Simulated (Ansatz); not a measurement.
For Mg (model structure, started from the diamond type, Fd-3m, No. 227, 2 atoms in the cell), PBE (plane waves, PAW; Ansatz, an electronic-structure program) gives:

```
Quantity                               Value
------------------------------  ------------
equilibrium lattice constant a       6.860 Å
bulk modulus                        11.0 GPa
cohesive energy                 0.73 eV/atom
```

Question: What does r²SCAN (PAW; Ansatz) give for the same quantities?

Answer: 
- lattice constant a: 6.856 Å (falls by 0.1 %)
- bulk modulus: 11.8 GPa (goes up by 7.3 %)
- cohesive energy: 0.83 eV/atom (rises by 0.10 eV/atom)

Changes are worked out from the printed values.

Unless a cell is named, each level is at its own relaxed cell (PBE 40.35, r²SCAN 40.28 Å³/atom).

Caveats: the bulk modulus is −V dP/dV from two relaxed cells at ±2 % in volume (PBE, r²SCAN). Ansatz's density-functional and Hartree–Fock values are scalar-relativistic unless marked +SOC, with PAW data made under PBE.

A model structure was made by putting elements into a prototype or built by hand; it is no filed structure, need not be a known phase, and can be a saddle point held by its symmetry.
